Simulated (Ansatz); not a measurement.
The starting structures come from a database of crystals and need not be the phases stable at ambient conditions.

Crystal: BaF$_{2}$ (P6_3/mmc, not sure to be the ambient phase, 6 atoms a cell, 17.8 Å³ an atom, -3 GPa at this level); planes in its conventional cell.

Method: r2SCAN (plane waves, PAW; Ansatz, a program for electronic structure).

No gap correction and no spin-orbit coupling; mid-gap values are interpolated between computed energies.

| plane | area of the cell (Å²) | mid-gap κ (1/Å) | largest κ in the gap (1/Å) |
|---|---|---|---|
| (110) | 48.0 | 0.51 | 0.51 |
| (001) | 17.2 | [?] | [?] |

**Question.** The slowest decay depends on the direction. Supply the withheld values.

**Answer.** 
- (001), mid-gap κ (1/Å): 0.44
- (001), largest κ in the gap (1/Å): 0.47
